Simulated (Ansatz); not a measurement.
## A computed series for Sn: pressure series

Consider Sn (space group I4_1/amd, No. 141; a = 5.888 Å, c = 3.185 Å).

Cell and atoms are relaxed at each pressure.

Calculations: r2SCAN (Ansatz, a first-principles code; PAW; 500 eV plane waves; no spin-orbit coupling), earlier PAW set.

Notes on the quantities. enthalpy: H = E + PV relative to the base's energy.

| case | density | enthalpy |
|---|---|---|
| base | 7.14 g/cm³ | – |
| pressure −2 GPa | 6.86 g/cm³ | -0.35 eV/atom |
| pressure −1 GPa | 7.01 g/cm³ | -0.17 eV/atom |
| pressure 3 GPa | ___ | +0.50 eV/atom |
| pressure 7 GPa | 7.91 g/cm³ | +1.14 eV/atom |
| pressure 15 GPa | 8.55 g/cm³ | +2.34 eV/atom |
| pressure 30 GPa | 9.46 g/cm³ | +4.38 eV/atom |
| pressure 50 GPa | ___ | +6.86 eV/atom |
| pressure 75 GPa | 11.29 g/cm³ | +9.69 eV/atom |
| pressure 100 GPa | ___ | +12.33 eV/atom |

Some entries are withheld; estimate them.


- pressure 3 GPa, density: 7.51 g/cm³
- pressure 50 GPa, density: 10.38 g/cm³
- pressure 100 GPa, density: 12.05 g/cm³

Load acts through the strain it causes; cell and atoms are relaxed under it. No phonon test of stability was made. Measured, Sn leaves this structure (for a body-centred tetragonal phase) near 8 GPa (temperature not stated; as listed in Olga Degtyareva, NATO science for peace and security series. B, Physics and biophysics (2010)).
